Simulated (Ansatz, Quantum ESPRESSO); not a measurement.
# HfO2 (P4_2/nmc, 6 atoms in the cell) computed with different codes at matched settings

Self-consistent single point.

```
HfO2
1.0
    3.61068     0.00000     0.00000
    0.00000     3.61068     0.00000
    0.00000     0.00000     5.24840
Hf O
2 4
Direct
  0.50000   0.50000   0.50000
  0.00000   0.00000   0.00000
  0.00000   0.50000   0.69721
  0.00000   0.50000   0.19721
  0.50000   0.00000   0.80279
  0.50000   0.00000   0.30279
```

Shared settings, as Ansatz (an electronic-structure program) writes them: kpoints.mp_grid.grid = 5 5 3; magnetization.spin_orbit = true; scf.occupations.method = fermi_dirac; scf.occupations.width = 0.05 eV. Potentials and cutoffs stand in the table.

| code | model | pressure (GPa) | largest force (eV/Å) | gap on the mesh (eV) | cutoff |
|---|---|---|---|---|---|
| Ansatz | PBE with spin-orbit coupling, PAW files | -1.87 | 0.106 | 4.615 | 420 eV |
| Quantum ESPRESSO | PBE, spin-orbit coupling, PseudoDojo fully relativistic norm-conserving (PBE) pseudopotentials | -3.55 | 0.171 | 4.642 | 85 Ry |

Gaps are read on the mesh.

The spread over the programs that give each value: pressure within 1.68 GPa; largest force within 0.065 eV/Å; gap on the mesh within 0.027 eV.

Ansatz's pressure is given at a fixed set of plane waves, as the other plane-wave codes print theirs; with its correction for the finite basis it is -1.40 GPa (the shift of 0.47 GPa shows how far the cutoff is from converged).

The starting cell comes from a database of computed structures (which also holds hypothetical and non-ambient phases and stackings), without a prior relaxation at this level. Its lattice was rescaled by a random factor within 2.5 % of one.

Left out of this page: FLEUR (failed or unconverged).

Keys are those of Ansatz 0.2.
